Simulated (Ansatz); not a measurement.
Take MoTe$_{2}$ in the 2H-MoS2 type structure (space group P6_3/mmc, No. 194; a = 3.497 Å, c = 13.696 Å; layered, stacked along the Cartesian z axis) as the base.

All numbers come from PBE-D3(BJ) (Ansatz, a first-principles code), no spin-orbit coupling.

Base values:

The density is 8.04 g/cm³. The band gap is 0.60 eV and the c/a ratio is 3.917.

It is then changed as follows: cell and atoms relaxed at a pressure of 7.5 GPa.

**Question.** What happens to the density, band gap and c/a ratio?

**Answer.** The density goes up by 0.93 g/cm³ (8.04 g/cm³ → 8.97 g/cm³); the band gap becomes zero (base: 0.60 eV); the c/a ratio shrinks by 0.074 (3.917 → 3.843).

Spin-orbit coupling, missing from the scalar runs, can matter with Te. Load acts through the strain it causes; cell and atoms are relaxed under it. Stability against distortions was not tested. No other phases were tried under pressure. The final runs are not spin-polarised. Gaps under 0.05 eV, about the width of the smearing, are given as zero. The program warned that a D3 coordination switch lies within reach, so dispersion energies are less smooth here. A zero or small gap of MoTe2 under pressure 7.5 GPa can be the functional's error rather than a property of the material.
